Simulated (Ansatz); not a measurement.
## FePt: isotropic strain +1.18 %

Base system: FePt (space group P4/mmm, No. 123; a = 2.735 Å, c = 3.722 Å; ferromagnetic; relaxed with 0.1 eV smearing).

Now apply this change: every lattice vector is stretched by 1.18 %; the atoms relax in the strained cell.

All numbers come from Ansatz (a program for electronic structure) r2SCAN, spin-orbit coupling left out. Γ-centred 21×21×16 mesh, Fermi–Dirac width 0.1 eV.

| quantity | base | changed | shift |
|---|---|---|---|
| volume per atom | 13.92 Å³ | 14.42 Å³ | +0.50 Å³ |
| space group | P4/mmm (No. 123) | P4/mmm (No. 123) | – |
| shortest interatomic distance | 2.684 Å | 2.716 Å | +0.032 Å |
| energy relative to the base (free energy F) | 0 meV/atom | +11 meV/atom | +11 meV/atom |
| pressure (mean of the normal stresses, compression positive) | 0.0 GPa | -7.0 GPa | -7.0 GPa |
| band gap | zero | zero | – |
| magnetic state | ferromagnetic | ferromagnetic | – |
| largest site moment | 3.29 μB | 3.34 μB | +0.05 μB |

Final structure:

```xyz
2
Lattice="2.7671 0.0000 0.0000 0.0000 2.7671 0.0000 0.0000 0.0000 3.7661" Properties=species:S:1:pos:R:3 pbc="T T T"
Fe     1.3835     1.3835     1.8831
Pt     0.0000     0.0000     0.0000
```

The magnetic state is the one reached from the starting moments; the real material's order can differ, and small cells can't hold many antiferromagnetic ones. No phonon test of stability was made.
